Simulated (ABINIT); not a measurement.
A self-consistent single point of CdAg (R-3m, 2 atoms in the cell) with ABINIT.

Level of theory: PBEsol, PAW (JTH v2.0 PBE PAW, files made for PBE) (plane waves; ABINIT 10.0.3).

```yaml
crystal:
  lattice:
    - [1.47505, 0.85162, 4.67050]
    - [-1.47505, 0.85162, 4.67050]
    - [0.00000, -1.70324, 4.67050]
  atoms:
    - { symbol: Cd, position: [0.50000, 0.50000, 0.50000] }
    - { symbol: Ag, position: [0.00000, 0.00000, 0.00000] }
```

Reference input (self-consistent single point, DFT, LDA (PW92), plane waves, PAW (JTH v2.0 LDA PAW)): pseudos = [Cd.LDA_PW-JTH.xml, Ag.LDA_PW-JTH.xml]; ecut = 20 Ha; pawecutdg = 40 Ha; pawxcdev = 0; ixc = 7; occopt = 3; tsmear = 0.05 eV; ngkpt = 10 10 10; nshiftk = 1; shiftk = 0 0 0; potentials = JTH v2.0 LDA PAW; nband = 17. This run's input differs from it in these lines:

```diff
@@ -1,4 +1,4 @@
-# CdAg, JTH v2.0 LDA PAW
+# CdAg, JTH v2.0 PBE PAW
 pp_dirpath "./"
-pseudos "Cd.LDA_PW-JTH.xml, Ag.LDA_PW-JTH.xml"
+pseudos "Cd.GGA_PBE-JTH.xml, Ag.GGA_PBE-JTH.xml"
 acell 9.3945483386 9.3945483386 9.3945483386
@@ -19,3 +19,3 @@
 pawxcdev 0
-ixc 7
+ixc -116133
 occopt 3
```

Its files differ too (potentials: JTH v2.0 LDA PAW → JTH v2.0 PBE PAW).

Output, abridged:

```
--- !BeginCycle
solver: {iscf: 17, nstep: 80, nline: 4, wfoptalg: 10, }
tolerances: {tolvrs: 1.00E-12, }
...

     iter   Etot(hartree)      deltaE(h)  residm     nres2
 ETOT  1  -85.686405259561    -8.569E+01 4.663E-01 1.885E+01
 ETOT  2  -85.874671327693    -1.883E-01 5.607E-01 6.577E+03
 ETOT  3  -85.819272062589     5.540E-02 5.066E-01 2.792E+03
 ETOT  4  -85.793459296875     2.581E-02 5.310E-02 1.824E-01
 ETOT  5  -85.793315898184     1.434E-04 7.575E-02 8.249E-02
   [... 13 lines left out ...]
 ETOT 19  -85.793434737187     6.295E-12 1.360E-04 3.731E-10
 ETOT 20  -85.793434737188    -8.527E-14 1.386E-04 4.165E-11
 ETOT 21  -85.793434737187     2.132E-13 3.176E-05 2.112E-12
 ETOT 22  -85.793434737187     5.258E-13 3.264E-05 1.072E-13
 At SCF step   22       nres2   =  1.07E-13 < tolvrs=  1.00E-12 =>converged.

 Cartesian components of stress tensor (hartree/bohr^3)
  sigma(1 1)= -1.16246809E-04  sigma(3 2)=  0.00000000E+00
  sigma(2 2)= -1.16246812E-04  sigma(3 1)=  0.00000000E+00
  sigma(3 3)= -9.64453180E-05  sigma(2 1)=  0.00000000E+00

 ----iterations are completed or convergence reached----

 reduced coordinates (array xred) for    2 atoms
       0.500000002181      0.500000002181      0.500000002181
       0.000000002181      0.000000002181      0.000000002181
 cartesian forces (eV/Angstrom) at end:
    1     -0.00000000000000    -0.00000000000000    -0.00000000000000
    2     -0.00000000000000    -0.00000000000000    -0.00000000000000
 frms,max,avg= 0.0000000E+00 0.0000000E+00   0.000E+00  0.000E+00  0.000E+00 e/A
   [... lines left out ...]
 Fermi (or HOMO) energy (hartree) =   0.24701   Average Vxc (hartree)=  -0.43833
 Fermi (or HOMO) energy (eV) =   6.72137   Average Vxc (eV)= -11.92752
   [... lines left out ...]
'-kT*entropy'       : -2.35305624460258E-04
total_energy        : -8.57934347083813E+01
total_energy_eV     : -2.33455808451761E+03
...

-Cartesian components of stress tensor (GPa)         [Pressure=  3.2259E+00 GPa]
- sigma(1 1)= -3.42009861E+00  sigma(3 2)=  0.00000000E+00
- sigma(2 2)= -3.42009870E+00  sigma(3 1)=  0.00000000E+00
- sigma(3 3)= -2.83751874E+00  sigma(2 1)=  0.00000000E+00

 Calculation completed.
```

The run converged in 22 iterations. Against the reference run the pressure goes from -1.21 to 3.23 GPa.

The starting cell comes from a database of computed structures (which also holds hypothetical and non-ambient phases and stackings), without a prior relaxation at this level. Its lattice was rescaled by a random factor within 2.5 % of one. The potentials were made for another functional than the one used. With a pressure of about 3 GPa the cell is away from its equilibrium volume at this level.

Cost on one core of a shared machine: roughly 8 min.
